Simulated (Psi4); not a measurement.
Psi4 1.11, WB97X/def2-svp: Cr(O)2(OSiH3)2 ([O]=[Cr](=[O])([O][SiH3])[O][SiH3]), 13 atoms. The geometry is a generated start, not checked to be a minimum at this level.

```json
{
  "task": "energy",
  "method": "wb97x",
  "basis": "def2-svp",
  "memory": "3 GB",
  "maxiter": "100",
  "keys_of_the_molecule_block": "symmetry c1",
  "scf_type": "df (default)",
  "guess": "auto, which took SAD (default)",
  "e_convergence": "1e-06 (default)",
  "d_convergence": "1e-06 (default)",
  "dft_radial_points": "75 (default)",
  "dft_spherical_points": "302 (default)",
  "basis_functions": "153",
  "grid_points": "280288"
}
```

```xyz
13

Cr     0.4348     0.6545     1.0091
O      1.8177     1.3620     1.0138
O     -0.3268     0.8441     2.3480
O      0.6479    -0.9841     0.7069
Si     0.9102    -2.5801     0.5159
H     -0.3338    -3.2355     0.9330
H      2.0655    -2.8894     1.3667
H      1.1682    -2.7216    -0.9251
O     -0.4958     1.2485    -0.2568
Si    -1.3254     1.9601    -1.4644
H     -2.5704     1.1867    -1.5592
H     -0.4806     1.8079    -2.6556
H     -1.5116     3.3468    -1.0323
```

Charge 0 and multiplicity 1 are set for this test and not shown to be the ground state.

With the defaults (damping_percentage = 0, diis = true, scf_initial_accelerator = adiis, diis_max_vecs = 10, level_shift = 0, level_shift_cutoff = 0.01, diis_start = 1, soscf = false, soscf_start_convergence = 0.01) it converges in 10 SCF iterations. One run each on 2 threads, with these changes:
- diis_max_vecs = 20
- scf_initial_accelerator = ediis
- level_shift = 0.1, level_shift_cutoff = 0.001
- damping_percentage = 60
- damping_percentage = 20
- soscf = true, soscf_start_convergence = 0.1
- diis_start = 4
- scf_initial_accelerator = none
- damping_percentage = 60, diis = false, scf_initial_accelerator = none

Task: Name the settings that don't reach the solution of the defaults.

Result: No convergence: damping_percentage = 60; damping_percentage = 60, diis = false, scf_initial_accelerator = none (the run ends without SCF convergence in 100 iterations). The rest reach the solution of the defaults.

```tsv
setting	SCF iterations	JK calls	end
soscf = true, soscf_start_convergence = 0.1	8	34	same solution
the defaults	10	11	same solution
diis_max_vecs = 20	10	11	same solution
level_shift = 0.1, level_shift_cutoff = 0.001	10	11	same solution
scf_initial_accelerator = none	10	11	same solution
scf_initial_accelerator = ediis	10	11	same solution
diis_start = 4	18	19	same solution
damping_percentage = 20	22	23	same solution
damping_percentage = 60	100	101	no convergence
damping_percentage = 60, diis = false, scf_initial_accelerator = none	100	101	no convergence
```

An SOSCF iteration holds several JK calls; a Hückel guess adds calls on atoms.
